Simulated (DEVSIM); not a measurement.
Device: Al/Al2O3/p-Ge capacitor, at 500 K.

```
layer (left to right)  material  thickness (nm)  Na (cm⁻³)
---------------------  --------  --------------  ---------
1                         Al2O3            11.0          -
2                            Ge           13000     2.1e15
```

Metal gate on the left, work function 4.1 eV. Fixed charge at the semiconductor interface -1.9e11 cm⁻² (in units of +e); no interface traps.

The device is made up for the run: typed textbook-type constants, with dimensions and the other settings drawn at random. Values at 300 K; Nc and Nv go as T^1.5, mobilities as T to minus their exponent, the gap by Varshni's rule with the affinity fixed.

| parameter | Al2O3 | Ge |
|---|---|---|
| gap (eV) | 6.8 | 0.664 |
| affinity (eV) | 1.35 | 4 |
| permittivity | 9 | 16 |
| Nc (cm⁻³) | - | 1.04e19 |
| Nv (cm⁻³) | - | 6e18 |
| Varshni α (eV/K) | - | 0.000477 |
| Varshni β (K) | - | 235 |

Model (solved in DEVSIM): 1D Poisson equation in equilibrium, Boltzmann statistics, complete ionisation; no quantum confinement or tunnelling. Metal contacts follow the ideal Schottky-Mott rule: no Fermi-level pinning, no interface dipoles.

Problem. Tabulate band edges, carrier densities and field at -1.1 V on the gate.

Solution. Energies count from the Fermi level of the right contact; mesh points crowd at the junctions.

```tsv
x (μm)	Ec (eV)	Ev (eV)	n (cm⁻³)	p (cm⁻³)	field (V/cm)
0.000	3.850	-2.950	< 1e2	< 1e2	-570000
0.001559	3.762	-3.038	< 1e2	< 1e2	-570000
0.004925	3.572	-3.228	< 1e2	< 1e2	-570000
0.008696	3.358	-3.442	< 1e2	< 1e2	-570000
0.01100	0.578	-0.004	3.3e13	1.2e19	-420000
0.01284	0.531	-0.051	9.8e13	4.0e18	-200000
0.01732	0.471	-0.111	4.0e14	9.9e17	-96000
0.03520	0.381	-0.201	3.2e15	1.2e17	-28000
0.07535	0.325	-0.257	1.2e16	3.3e16	-6400
0.1734	0.306	-0.276	1.8e16	2.1e16	-260
0.4183	0.305	-0.277	1.9e16	2.1e16	≈ 0
1.442	0.305	-0.277	1.9e16	2.1e16	≈ 0
3.585	0.305	-0.277	1.9e16	2.1e16	≈ 0
8.220	0.305	-0.277	1.9e16	2.1e16	≈ 0
11.64	0.305	-0.277	1.9e16	2.1e16	≈ 0
12.46	0.305	-0.277	1.9e16	2.1e16	≈ 0
12.79	0.305	-0.277	1.9e16	2.1e16	≈ 0
12.93	0.305	-0.277	1.9e16	2.1e16	≈ 0
12.99	0.305	-0.277	1.9e16	2.1e16	≈ 0
13.00	0.305	-0.277	1.9e16	2.1e16	≈ 0
13.01	0.305	-0.277	1.9e16	2.1e16	≈ 0
13.01	0.305	-0.277	1.9e16	2.1e16	≈ 0
```
